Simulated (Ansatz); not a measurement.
**Lu3InN (Pm-3m) against Cu in narrow wires**

Lu3InN (Pm-3m): ρ₀ = 20.9 μΩ·cm, ℓ = 10.8 nm. Cu (Fm-3m) has a bulk resistivity ρ₀ of 1.66 μΩ·cm and a mean free path ℓ of 40.5 nm. Both at 300 K by PBEsol, DFPT electron-phonon coupling, linearised Boltzmann equation (plane waves, PAW, scalar-relativistic; Ansatz, a first-principles code); third figures are kept for the arithmetic, and halving the electron mesh moves ρ₀ by up to 2 and 1 % at 300 K, and ℓ by up to 1 and 1 % (the most at any temperature). Cell of Lu3InN (Pm-3m): a = 4.6180 Å, b = 4.6180 Å, c = 4.6180 Å, α = 90.00°, β = 90.00°, γ = 90.00°.

Square wire of width d: ρ = ρ₀ {1 + (3/4)(1 − p) ℓ/d + (3/2) [R/(1 − R)] ℓ/D}, with p = 0.4, R = 0.3, D = d.

What are ρ₀ℓ and ρ(d)?

With D = d the size term is Kρ₀ℓ/d, K = 0.75 × 0.6 + 1.5 × 0.3/0.70 = 1.09. Lu3InN (Pm-3m): ρ₀ℓ = 23×10⁻¹⁶ Ω·m², ρ = 20.9 + 250/d. Cu: 6.72×10⁻¹⁶ Ω·m², ρ = 1.66 + 73.3/d (μΩ·cm, d in nm).

Do these numbers give a width at which Lu3InN (Pm-3m) overtakes?

Nowhere: neither ρ₀ nor ρ₀ℓ of Lu3InN (Pm-3m) lies under that of Cu.

Give copper a liner of 1.5 nm on each side that carries no current, and suppose that Lu3InN (Pm-3m) needs no liner. Find the resistance of 1 μm of line, ρL/d², in square trenches of width w. Take w = 12, 16, 36, 45 nm.


| w (nm) | ρ, Lu3InN (Pm-3m) (μΩ·cm) | Ω/μm, Lu3InN (Pm-3m) | core d (nm) | ρ, Cu (μΩ·cm) | Ω/μm, Cu |
|---|---|---|---|---|---|
| 12 | 41 | 2900 | 9 | 9.8 | 1210 |
| 16 | 36 | 1420 | 13 | 7.3 | 430 |
| 36 | 28 | 210 | 33 | 3.9 | 36 |
| 45 | 26 | 130 | 42 | 3.4 | 19.3 |

The line of Cu has the lower resistance at w = 12, 16, 36, 45 nm. For Cu, d lies under 0.3 ℓ at w = 12 nm, where the formula is only a guide.

The formula is the first-order form of the Fuchs-Sondheimer and Mayadas-Shatzkes models for a square wire of an isotropic metal and fails where d lies far under ℓ. p, R and D are assumed, not computed. Defining ℓ as one path for all states would lower each ρ₀ℓ, not all alike. Only harmonic phonons scatter in ρ₀; disorder, surface states and the phase's stability aren't judged.

Formula and space group known from diffraction (Crystallography Open Database), not checked to be the room-temperature form: Lu3InN (Pm-3m). The missing spin-orbit coupling matters most for Lu3InN (Pm-3m).
